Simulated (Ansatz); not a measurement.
# GaN, point defects

Consider a 16-atom supercell of GaN in the wurtzite structure (space group P6_3mc, No. 186; a = 3.218 Å, c = 5.243 Å) at its relaxed geometry.

One neutral defect a cell, atoms relaxed at fixed cell.

Calculations: PBE (Ansatz, an electronic-structure program; PAW; 420 eV plane waves; no SOC).

```tsv
case	largest displacement of a host atom from its site in the perfect cell	pressure
perfect supercell	–	0.0 GPa
Al on a Ga site	[?]	[?]
Sb on a N site, symmetric start	0.81 Å	24.4 GPa
Ga interstitial (started 2.06 Å from the nearest host atom), symmetric start	0.16 Å	23.5 GPa
```

Problem. Complete the table.

Solution. 
- Al on a Ga site, largest displacement of a host atom from its site in the perfect cell: 0.06 Å
- Al on a Ga site, pressure: -2.1 GPa

The magnetic state is the one reached from the starting moments; the real material's order can differ, and small cells can't hold many antiferromagnetic ones. The cell is small, so the values are those of an ordered compound at a high defect concentration; dilute-limit values will differ. The mesh was chosen for an insulator and is coarse for the gapless case. Defects with a symmetric start kept the site's symmetry and may sit on a saddle; the others started slightly shaken. Starting moments died away, wholly or in part, for Al on a Ga site, Sb on a N site and Ga interstitial (started 2.06 Å from the nearest host atom); another magnetic solution may exist.
